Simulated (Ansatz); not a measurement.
The starting structures come from a database of crystals and need not be the phases stable at ambient conditions.

By PBEsol, the system below comes out a metal.

Without scattering a metal conducts by its projected Fermi surface.

```yaml
crystal:
  lattice:
    - [4.62948, 0.00000, 0.00000]
    - [-2.31474, 4.00925, 0.00000]
    - [2.31474, 1.33642, 1.88998]
  atoms:
    - { symbol: Mg, position: [0.00000, 0.50000, 0.50000] }
    - { symbol: Au, position: [0.00000, 0.00000, 0.00000] }
```

The cell is taken as given; by PBEsol it stands under a pressure of -1.3 GPa.

The current flows along the normal of the first two printed cell vectors, the (111) plane of the conventional cell. No spin-orbit coupling; the value is a mean over 0.1 eV about the Fermi level.

### Question
Estimate the ballistic conductance per area that PBEsol in Ansatz (a program for electronic structure) returns for this system.

### Answer
0.89 × 10¹⁵ S/m² for both spins.
